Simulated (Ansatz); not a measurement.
We consider cubic perovskite CsPbF3, described by PBEsol-D3(BJ) (Ansatz, an electronic-structure program, plane waves, PAW).

Settings: plane-wave cutoff 520 eV, 8×8×8 k mesh, Fermi–Dirac smearing 0.01 eV, scalar-relativistic PAW data made under PBE.

Properties against volume:

```
V (Å³/atom)  P (GPa)  direct gap at Γ (eV)  smallest gap on the k mesh (eV)
-----------  -------  --------------------  -------------------------------
20.494          3.40                 8.309                            2.193
20.930          2.13                 8.280                            2.306
21.366          1.00                 8.206                            2.411
21.802          0.00                 8.090                            2.509
22.238         -0.90                 7.978                            2.601
22.674         -1.69                 7.870                            2.687
23.110         -2.40                 7.766                            2.767
```

The fundamental gap (2.51 eV at the equilibrium volume, with added k points) lies elsewhere than Γ–Γ.

Spin–orbit coupling is not included; with these elements it can move the gap by several tenths of an eV or more.
